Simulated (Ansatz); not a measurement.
**Relaxation of the atoms of Zn (P6_3/mmc, 2 atoms in the cell) at several settings**

```xyz
2
Lattice="2.6261 0.0000 0.0000 -1.3131 2.2743 0.0000 0.0000 0.0000 4.8951" Properties=species:S:1:pos:R:3 pbc="T T T"
Zn     0.0000     1.5162     1.2238
Zn     1.3131     0.7581     3.6713
```

Base: Ansatz (an electronic-structure program) with PBEsol, PAW files made with PBE. Its settings: basis.ecutwfc = 420 eV; kpoints.mp_grid.grid = 12 12 6; hamiltonian.xc = pbesol; hamiltonian.pseudopotentials = {kind: paw} (an earlier, softer set of the program's PAW files); scf.occupations.method = fermi_dirac; scf.occupations.width = 0.1 eV. Starting volume 14.62 Å³ per atom.

Each line gives the change from the base single point and the result:

- atoms moved at random; relax: default → atoms; relax.f_tol: default → 0.03 eV/Å: pressure -2.32 GPa; largest force (vector length) 0.036 eV/Å; relaxation steps 2; free energy against the base single point 0.3 meV/atom.
- atoms moved at random; relax: default → atoms; relax.f_tol: default → 0.005 eV/Å: pressure -2.33 GPa; relaxation steps 3; free energy against the base single point 0.0 meV/atom.

The starting cell comes from a database of computed structures (which also holds hypothetical and non-ambient phases and stackings), without a prior relaxation at this level. Its lattice was rescaled by a random factor within 2.5 % of one. Ansatz's pressure includes its estimate of the finite-basis (Pulay) stress.

Left out of this page: 1 run of the series outside the window shown, repeating another row's setting, or not comparable.

Keys are those of Ansatz 0.2.
